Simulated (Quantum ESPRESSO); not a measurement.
A self-consistent single point of Cl (Cmce, 4 atoms in the cell) with Quantum ESPRESSO.

Method of the run: PBE-D3(BJ), PseudoDojo standard norm-conserving (PBE) pseudopotentials (plane waves; Quantum ESPRESSO 7.5).

```
Cl
1.0
    2.24000    -3.12000     0.00000
    2.24000     3.12000     0.00000
    0.00000     0.00000     8.26000
Cl
4
Direct
  0.87700   0.87700   0.89700
  0.62300   0.62300   0.39700
  0.37700   0.37700   0.60300
  0.12300   0.12300   0.10300
```

Reference input (self-consistent single point, DFT, PBE, plane waves, PseudoDojo standard norm-conserving (PBE) pseudopotentials): ecutwfc = 60 Ry; occupations = smearing; smearing = gaussian; degauss = 0.00147 Ry; potentials = {Cl: Cl.upf}; K_POINTS = automatic 7 7 4 0 0 0; conv_thr = 1e-08 Ry; mixing_beta = 0.3. This run's input differs from it in these lines:

```diff
@@ -17,2 +17,5 @@
    degauss = 0.00147,
+   vdw_corr = 'grimme-d3',
+   dftd3_version = 4,
+   dftd3_threebody = .false.,
 /
```

Log, with long lists cut:

```
     Self-consistent Calculation

     iteration #  1     ecut=    60.00 Ry     beta= 0.30

---- Real-time Memory Report at c_bands before calling an iterative solver
           155 MiB given to the printing process from OS
           119 MiB allocation reported by mallinfo(arena+hblkhd)
------------------

     Threshold (ethr) on eigenvalues was too large:
     Diagonalizing with lowered threshold

---- Real-time Memory Report at c_bands before calling an iterative solver
           163 MiB given to the printing process from OS
           124 MiB allocation reported by mallinfo(arena+hblkhd)
------------------

   [... lines left out ...]

---- Real-time Memory Report at c_bands before calling an iterative solver
           181 MiB given to the printing process from OS
           148 MiB allocation reported by mallinfo(arena+hblkhd)
------------------

     total energy              =    -131.22499158 Ry
     estimated scf accuracy    <       0.00000001 Ry

     iteration # 11     ecut=    60.00 Ry     beta= 0.30

---- Real-time Memory Report at c_bands before calling an iterative solver
           181 MiB given to the printing process from OS
           148 MiB allocation reported by mallinfo(arena+hblkhd)
------------------
     End of self-consistent calculation

     the Fermi energy is     1.9582 ev

!    total energy              =    -131.22499158 Ry
     estimated scf accuracy    <          1.7E-10 Ry
     smearing contrib. (-TS)   =      -0.00000000 Ry
     internal energy E=F+TS    =    -131.22499158 Ry

     DFT-D3 Dispersion         =      -0.04473365 Ry

     convergence has been achieved in  11 iterations

     Forces acting on atoms (cartesian axes, Ry/au):

     atom    1 type  1   force =     0.00430587    0.00000000    0.00314137
     atom    2 type  1   force =    -0.00430587    0.00000000    0.00314137
     atom    3 type  1   force =     0.00430587    0.00000000   -0.00314137
     atom    4 type  1   force =    -0.00430587    0.00000000   -0.00314137

     Total force =     0.010660     Total SCF correction =     0.000026

     DFT-D3 dispersion Force =     0.001169

          total   stress  (Ry/bohr**3)                   (kbar)     P=       -7.29
  -0.00006432  -0.00000000   0.00000000           -9.46       -0.00        0.00
  -0.00000000   0.00001364   0.00000000           -0.00        2.01        0.00
   0.00000000   0.00000000  -0.00009794            0.00        0.00      -14.41

   JOB DONE.
```

The run converged in 11 iterations. Against the reference run the pressure goes from 0.31 to -0.73 GPa, the largest force goes from 0.152 to 0.137 eV/Å and the gap on the mesh stays at 2.372 eV.

The starting cell has typed, rounded lattice constants, without a prior relaxation at this level.

Cost on one core of a shared machine: roughly 90 s.
